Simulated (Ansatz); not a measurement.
The reference is MgO in the rock salt structure (space group Fm-3m, No. 225; a = 4.204 Å). Axes: x, y, z lie along the cube axes.

Level of theory: plane-wave PAW DFT at the r2SCAN level (Ansatz, a quantum-chemistry and plane-wave program, 500 eV), no SOC.

Strains are applied to the cell and any free atomic positions relax; under biaxial strain the out-of-plane vector relaxes too.

One change was made to it. Results:

The band gap decreases by 0.486 eV to 5.20 eV; the valence-band top at Γ (three highest levels, from the VBM) changes from 0.00, 0.00, 0.00 eV to 0.00, -0.20, -0.20 eV.

### Question
Which change produced these results?
A. biaxial strain +2.08 %, plane normal [111], relaxed out of plane
B. biaxial strain +1.67 %, plane normal [111], relaxed out of plane
C. biaxial strain +0.42 %, plane normal [111], relaxed out of plane
D. biaxial strain +1.25 %, plane normal [111], relaxed out of plane
E. biaxial strain +2.50 %, plane normal [111], relaxed out of plane

### Answer
A, biaxial strain +2.08 %, plane normal [111], relaxed out of plane. For comparison, the band gap in the other runs: biaxial strain +0.42 %, plane normal [111], relaxed out of plane gives 5.58 eV; biaxial strain +2.50 %, plane normal [111], relaxed out of plane gives 5.10 eV; biaxial strain +1.25 %, plane normal [111], relaxed out of plane gives 5.39 eV; biaxial strain +1.67 %, plane normal [111], relaxed out of plane gives 5.29 eV.

Whether these cells are dynamically stable was not tested.
